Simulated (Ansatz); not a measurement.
The starting structures come from a database of crystals and need not be the phases stable at ambient conditions.

 Where the default PAW files enter, the runs use the earlier of Ansatz's two default sets.

Given:

```yaml
crystal:
  lattice:
    - [6.38607, 0.00000, 0.00000]
    - [-3.19304, 5.53050, 0.00000]
    - [3.19304, 1.84350, 5.21421]
  atoms:
    - { symbol: Na, position: [0.75000, 0.37500, 0.87500] }
    - { symbol: Na, position: [0.25000, 0.37500, 0.37500] }
    - { symbol: Na, position: [0.75000, 0.37500, 0.37500] }
    - { symbol: Na, position: [0.25000, 0.87500, 0.37500] }
    - { symbol: Mo, position: [0.00000, 0.00000, 0.00000] }
    - { symbol: Mo, position: [0.50000, 0.75000, 0.75000] }
    - { symbol: O, position: [0.27340, 0.63670, 0.08990] }
    - { symbol: O, position: [0.77340, 0.11330, 0.11330] }
    - { symbol: O, position: [0.27340, 0.63670, 0.63670] }
    - { symbol: O, position: [0.77340, 0.66010, 0.11330] }
    - { symbol: O, position: [0.72660, 0.63670, 0.63670] }
    - { symbol: O, position: [0.22660, 0.11330, 0.66010] }
    - { symbol: O, position: [0.72660, 0.08990, 0.63670] }
    - { symbol: O, position: [0.22660, 0.11330, 0.11330] }
```

Space group of this cell: Fd-3m, spinel. The cell is taken as given; by r2SCAN its mean pressure is 0.6 GPa.

Transport runs along the normal of the first two printed cell vectors, the (111) plane of the conventional cell.

The gap is the functional's own, uncorrected, and κ follows it; spin-orbit coupling is left out. Mid-gap values are interpolated between the computed energies.

Q: Predict the band gap and the smallest decay constant κ at mid-gap from r2SCAN (Ansatz, a first-principles code).

A: Gap 4.87 eV on a 8×8×8 mesh; κ = 0.528 1/Å, at the zone centre.
